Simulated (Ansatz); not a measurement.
Consider Zr in the hcp (Mg type) structure (space group P6_3/mmc, No. 194; relaxed with 0.1 eV smearing).

```
CELL_PARAMETERS angstrom
      3.24436     0.00000     0.00000
     -1.62218     2.80969     0.00000
      0.00000     0.00000     5.15838
ATOMIC_POSITIONS crystal
  Zr 0.33333 0.66667 0.75000
  Zr 0.66667 0.33333 0.25000
```

Cartesian axes are those of the cell as printed.

All numbers come from Ansatz (a first-principles code), r2SCAN, PAW, cutoff 500 eV, no spin-orbit coupling, earlier PAW set.

Base values:

```
Item        Value
--------  -------
Band gap     zero
Pressure  0.0 GPa
```

One thing is altered: compressive biaxial strain of 2.39 % in the plane normal to [001], as in epitaxy on a mismatched substrate; the out-of-plane cell vector and the atoms relax.

Question: Estimate the effect on the band gap, ratio −ε⊥/ε∥ and pressure.

Answer: The band gap stays zero; the ratio −ε⊥/ε∥ comes out as 0.82; the pressure (mean of the normal stresses, compression positive) goes from zero to 2.7 GPa.

No phonon test of stability was made. The final runs are not spin-polarised.
